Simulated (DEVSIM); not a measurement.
Structure: p-channel Si fully depleted SOI MOSFET with HfO2, at 300 K.

```yaml
gate_length: 100 nm
source_drain_length: 80 nm
dielectric_thickness: 16.7 nm
lateral_straggle: 5.5 nm
underlap: 0 nm
body_thickness: 24.9 nm
buried_oxide: 50 nm
gate_work_function: 4.85 eV
source_and_drain_doping: 1.5e20 cm⁻³, Gaussian tails under the gate
body_doping: 1e15 cm⁻³
lifetime: 3e-8 s
supply: 1.5 V
back_work_function: 4.71 eV
back_or_body_bias: 0.5 V
```

All mobilities are scaled by 0.5; velocity saturation, μ/(1 + (μE/vsat)^b)^(1/b) with b = 2 for electrons and 1 for holes and E the electric field along each mesh edge, is on. Mobility is μmin + (μ − μmin)/(1 + (N/Nref)^α).

This is a model device: material constants are rounded textbook-type values typed into the input, and sizes, dopings and lifetimes were drawn at random. Values at 300 K.

Si: gap (eV) 1.124, affinity (eV) 4.05, permittivity 11.7, Nc (cm⁻³) 2.86e19, Nv (cm⁻³) 3.1e19, μn (cm²/Vs) 1417, μp (cm²/Vs) 470, μn,min 52, μp,min 45, Nref,n 9.7e16, Nref,p 2.2e17, αn 0.68, αp 0.72, vsat,n (cm/s) 1e7, vsat,p (cm/s) 8.4e6. HfO2: gap (eV) 5.7, affinity (eV) 2.5, permittivity 22. SiO2: gap (eV) 9, affinity (eV) 0.9, permittivity 3.9.

Simulated with DEVSIM: 2D drift-diffusion, Boltzmann statistics, complete ionisation; no quantum confinement, tunnelling, impact ionisation, self-heating, contact resistance or fringe fields beside the gate. Metal contacts follow the ideal Schottky-Mott rule: no Fermi-level pinning, no interface dipoles.

Transfer curves, |Id| in μA/μm:

```
Vg (V)  Vd = -0.05 V  Vd = -1.5 V
------  ------------  -----------
0.45        2.064e-5      0.04503
0.375       8.320e-5       0.1449
0.3        0.0003365       0.4255
0.225       0.001368        1.157
0.15        0.005605        2.859
0.075        0.02313        6.289
0            0.09549        12.01
-0.075        0.3820        20.47
-0.15          1.379        32.33
-0.225         4.000        48.32
-0.3           8.600        68.81
-0.375         14.39        92.67
-0.45          20.49        119.8
-0.525         26.47        149.7
-0.6           32.18        181.7
-0.675         37.61        215.7
-0.75          42.72        251.2
-0.825         47.56        288.1
-0.9           52.17        326.2
-0.975         56.55        365.3
-1.05          60.72        405.3
-1.125         64.70        446.1
-1.2           68.51        487.6
-1.275         72.17        529.7
-1.35          75.69        572.4
-1.425         79.08        615.5
-1.5           82.35        659.1
```

Work out the subthreshold swing at low drain bias from the rows at 0.075 and 0 V, and compare it with the thermal limit.

log10(0.09549/0.02313) = 0.616 over 75.0 mV, so S = 122 mV/decade. The limit kT/q ln 10 is 59.5 mV/decade; the ratio is 2.05. This is the steepest step of the table.

Give the natural length λ = √(ε_body t_body t_ox / (ε_ox)) and the gate length in units of it.

λ = 14.9 nm and L/λ = 6.7. The formula is that for thin layers, and L is the gate's length, not the shorter one between the doping tails.

Source and drain are degenerate, where Boltzmann statistics are only rough. The electric field that drives the saturation includes the junctions' built-in field, which lowers the mobility there even at small currents: subthreshold currents come out too low, a known weakness of this choice.
